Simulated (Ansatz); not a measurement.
# Ansatz run on La₂O₃ (P-3m1, 5 atoms in the cell): self-consistent single point

Method of the run: LDA (PW92), default PAW files made with PBE (plane waves; Ansatz, a first-principles code).

Input as run:

Ansatz 0.2 input:
```yaml
# La2O3
crystal:
  lattice:
    - [3.930780, 0.000000, 0.000000]
    - [-1.965390, 3.404155, 0.000000]
    - [0.000000, 0.000000, 6.111950]
  atoms:
    - { symbol: La, position_ang: [1.965392, 1.134717, 4.606943] }
    - { symbol: La, position_ang: [-0.000002, 2.269438, 1.505007] }
    - { symbol: O, position_ang: [1.965392, 1.134717, 2.164303] }
    - { symbol: O, position_ang: [-0.000002, 2.269438, 3.947647] }
    - { symbol: O, position_ang: [0.000000, 0.000000, 0.000000] }
kpoints:
  mp_grid: { grid: [10, 10, 6] }
hamiltonian:
  xc: lda
  pseudopotentials: { kind: paw }
scf:
  occupations: { method: fixed }
output:
  forces: true
  eigenvalues: true
  stress: true
```

Output (repeated stretches shortened):

```
WARN the atoms were moved onto the symmetric positions of the space group found under crystal.symmetry.tolerance 1.0e-5 (fractional …
WARN basis.ecutwfc = 420 eV, the default
WARN ansatz: RAYON_NUM_THREADS=1 ignored (pool sized by the plan → 1); use --threads N
Pseudopotentials: kind: paw
Pseudopotential: La, paw, valence charge 11
Pseudopotential: O, paw, valence charge 6
Crystal: 5 atoms, lattice volume = 81.784 Å³
Basis set: ecut = 420 eV, 1641 PW (Γ)
Bands: 25, of which v1, the nominal top of the filled ones, is band 20 counted from 1 (19 counted from 0)
Symmetry: 12 space group operations
Space group: P-3m1 (ITA 164), of the structure as read, at distance tolerance 4.3e-5 Å
k-points: 72 of 600
PAW frozen core: La, regenerated for the run's functional, and the local potential with it
PAW frozen core: O, regenerated for the run's functional, and the local potential with it
Initial density: superposition of atomic densities (neutral atoms: chi_scale 0, normalization atom), corrected by the library's trained network
Initial wavefunctions: pseudopotential atomic-orbital guess
Eigensolver: davidson
Functional: x = slater, c = lda
SCF iter   1: F=—  HF=-13827.929467 eV  |F-HF|=—  |Δ(HF+E_count)|=         —  Δρ=1.60e-2  dr2=2.09e-1  ethr=1.77e-3  ⟨swp⟩=4.9  Hψ=7509  notcnv=0  defer=173
all-band conjugate gradients solve this SCF's bands
preconditioner: auto → Resta (q_TF=auto, 2.422 Å⁻¹)
SCF iter   2: F=—  HF=-13827.892387 eV  |F-HF|=—  |Δ(HF+E_count)|=   3.71e-2  Δρ=7.20e-3  dr2=2.58e-2  ethr=5.23e-4  ⟨swp⟩=3.2  Hψ=4038  notcnv=0  defer=167
SCF iter   3: F=—  HF=-13827.886548 eV  |F-HF|=—  |Δ(HF+E_count)|=   5.84e-3  Δρ=2.10e-3  dr2=2.24e-3  ethr=6.44e-5  ⟨swp⟩=3.0  Hψ=2846  notcnv=0  defer=212
SCF iter   4: F=—  HF=-13827.886242 eV  |F-HF|=—  |Δ(HF+E_count)|=   3.06e-4  Δρ=1.12e-3  dr2=9.85e-4  ethr=5.59e-6  ⟨swp⟩=2.0  Hψ=3141  notcnv=0  defer=212
SCF iter   5: F=—  HF=-13827.886056 eV  |F-HF|=—  |Δ(HF+E_count)|=   1.86e-4  Δρ=1.72e-4  dr2=2.92e-5  ethr=2.46e-6  ⟨swp⟩=2.0  Hψ=2471  notcnv=0  defer=191
SCF iter   6: F=—  HF=-13827.886060 eV  |F-HF|=—  |Δ(HF+E_count)|=   3.70e-6  Δρ=5.65e-5  dr2=2.89e-6  ethr=7.30e-8  ⟨swp⟩=2.6  Hψ=3135  notcnv=0  defer=147
SCF iter   7: F=—  HF=-13827.886060 eV  |F-HF|=—  |Δ(HF+E_count)|=   5.19e-7  Δρ=1.13e-5  dr2=1.48e-7  ethr=7.23e-9  ⟨swp⟩=2.3  Hψ=2569  notcnv=0  defer=147
SCF iter   8: F=-13827.886060 eV  HF=-13827.886060 eV  |F-HF|=2.34e-9  |Δ(HF+E_count)|=   5.48e-8  Δρ=2.60e-6  dr2=7.40e-9  ethr=2.50e-10  ⟨swp⟩=14.6  Hψ=9993  notcnv=0
SCF 1 converged in 8 iterations: F = -13827.886060 eV  dr2 = 7.40e-9
SCF converged after 8 iterations
Free energy (F): -13827.886060 eV
Harris-Foulkes:  -13827.886060 eV  (|F-HF|=2.34e-9)
Internal energy: -13827.886060 eV  (E = F + TS)
E sigma→0 (E₀):  -13827.886060 eV
Fermi energy:    9.317383 eV
--- Per-component energies (eV) ---
  E_band       = -18.818956
  E_kinetic    = 907.397390
  E_local      = -1537.239996  (includes V_loc(G=0)·N_el)
  E_nonlocal   = 349.755505
  E_hartree    = 542.186630
  E_xc         = -496.557863
  E_vxc        = -577.548981  (∫ρ·V_xc dr)
  E_paw        = -10929.933031  (= ΣΔE_a)
  E_vpaw       = -245.564304  (= ΣTr[D̂ρ^β])
  E_aug_tail   = 0.007316  (compensation charges beyond the density's cutoff)
  E_ewald      = -2664.438209
  E_core_change = 0.936197  (= ΣΔE_core)
  E_smearing   = -0.000000  (= −TS)
  E_closure    = -0.000000  (closes the sum)
  Σ components = -13827.886060   (vs F -13827.886060, Δ=0.00e0)
--- Forces (eV/Å), atoms counted from 1 ---
  atom   1  La    -0.00000000    -0.00000000    -0.16947657
  atom   2  La     0.00000000     0.00000000     0.16947657
  atom   3  O      0.00000000     0.00000000     0.01621947
  atom   4  O     -0.00000000    -0.00000000    -0.01621947
  atom   5  O     -0.00000000     0.00000000     0.00000000
  max |Σ_I F_I| component: 3.59e-17 eV/Å
--- Stress (GPa, compression-positive) ---
       -6.527574       0.000000       0.000000
        0.000000      -6.527574       0.000000
        0.000000       0.000000      -5.933225
  P = ⅓ Tr σ = -6.3295 GPa (-63.295 kbar)
  The stress holds the Pulay correction. Without it, at fixed plane waves, as pw.x and ABINIT print it: P = -6.9361 GPa
--- Band table (eV; the first three rows and the last of 72) ---
  k-point 0: bands = ["-20.4306", "-20.1838", "-7.3946", "-6.0378", "-5.6298", "-3.8491", "-3.8491", "-3.6068", "-3.6068", "-3.4952", "-2.6600", "6.9149", "6.9149", "7.1159", "7.1159", "7.2363", "7.6130", "8.9238", "8.9238", "9.1941", "13.4486", [...]
  k-point 1: bands = ["-20.4149", "-20.2007", "-7.3487", "-6.0373", "-5.7212", "-3.8348", "-3.8348", "-3.6216", "-3.6216", "-3.4251", "-2.6691", "6.7817", "6.7817", "7.0103", "7.2430", "7.2430", "7.8468", "8.9464", "8.9464", "9.0410", "13.5333", [...]
  k-point 2: bands = ["-20.3717", "-20.2463", "-7.2419", "-6.0689", "-5.8754", "-3.7974", "-3.7974", "-3.6601", "-3.6601", "-3.2922", "-2.6917", "6.6374", "6.6374", "6.7783", "7.3701", "7.3701", "8.1216", "8.7158", "8.9961", "8.9961", "13.7162", [...]
  k-point 71: bands = ["-20.1621", "-20.1577", "-7.7875", "-7.7225", "-6.1498", "-4.4363", "-3.8881", "-3.8481", "-3.3471", "-2.2587", "-2.2227", "6.8534", "7.0824", "7.5906", "7.8528", "8.0210", "8.7203", "8.9579", "8.9624", "9.2329", "13.4799", [...]
```

The run converged in 8 iterations.

The starting cell comes from a database of computed structures (which also holds hypothetical and non-ambient phases and stackings), without a prior relaxation at this level. With a pressure of about -6 GPa the cell is away from its equilibrium volume at this level. Ansatz's pressure includes its estimate of the finite-basis (Pulay) stress. Without the estimate this run gives -6.94 GPa.
